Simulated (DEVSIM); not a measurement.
Device: abrupt Si n-p junction, at 300 K.

Layer 1 from the left is Si, thickness (μm) 0.920, Nd (cm⁻³) 1.1e19, τn (s) 5.2e-7, τp (s) 5.2e-7. Layer 2 from the left is Si, thickness (μm) 15.0, Na (cm⁻³) 1.6e17, τn (s) 5.2e-7, τp (s) 5.2e-7.

Left contact: ohmic. Right contact: ohmic. Voltage is applied to the left contact. Recombination: SRH at mid-gap. Mobility is constant in doping.

This is a model device: material constants are rounded textbook-type values typed into the input, and sizes, dopings and lifetimes were drawn at random. Values at 300 K.

Si: gap (eV) 1.124, affinity (eV) 4.05, permittivity 11.7, Nc (cm⁻³) 2.86e19, Nv (cm⁻³) 3.1e19, μn (cm²/Vs) 1417, μp (cm²/Vs) 470.

Estimate by hand the built-in potential, the peak field at zero bias, and compare with a numerical solution.


- Built-in potential: ni = √(Nc Nv) exp(−Eg/2kT) = 1.08e10 cm⁻³ with Eg = 1.124 eV; Vbi = kT/q ln(Na Nd/ni²) = 0.963 V; numerical 0.963 V.
- Peak field at zero bias: depletion approximation: W = √(2εVbi/(qN)) = 0.0889 μm with N = 1.58e17 cm⁻³; field = 2Vbi/W = 217000 V/cm; numerical 256000 V/cm (estimate below by 15 %).

Model (solved in DEVSIM): 1D drift-diffusion, Boltzmann statistics, complete ionisation; no tunnelling, impact ionisation, image-force lowering or self-heating.
